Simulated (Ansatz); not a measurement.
The starting structures come from a database of crystals and need not be the phases stable at ambient conditions.

 Where the default PAW files enter, the runs use the earlier of Ansatz's two default sets.

Tunnelling through a barrier is set by its complex band structure: the current falls as exp(−2κd) with the smallest κ.

Consider the following.

```
Ag2S
1.0
    4.23362     0.00000     0.00000
    0.00000     7.40480     0.00000
    1.56773     0.00000     3.91990
Ag S
4 2
Direct
  0.10403   0.25000   0.11389
  0.89597   0.75000   0.88611
  0.50000   0.00000   0.50000
  0.50000   0.50000   0.50000
  0.71522   0.25000   0.72751
  0.28478   0.75000   0.27249
```

Space group of this cell: P2_1/m. The cell is taken as given; by PBEsol its mean pressure is -3.1 GPa.

Transport runs along the normal of the first two printed cell vectors.

The gap is the functional's own, uncorrected, and κ follows it; spin-orbit coupling is left out. Mid-gap values are interpolated between the computed energies.

Problem. Predict the band gap and the smallest decay constant κ at mid-gap from PBEsol (Ansatz, an electronic-structure program).

Solution. Gap 1.10 eV on a 8×4×8 mesh; κ = 0.125 1/Å, at the zone centre.
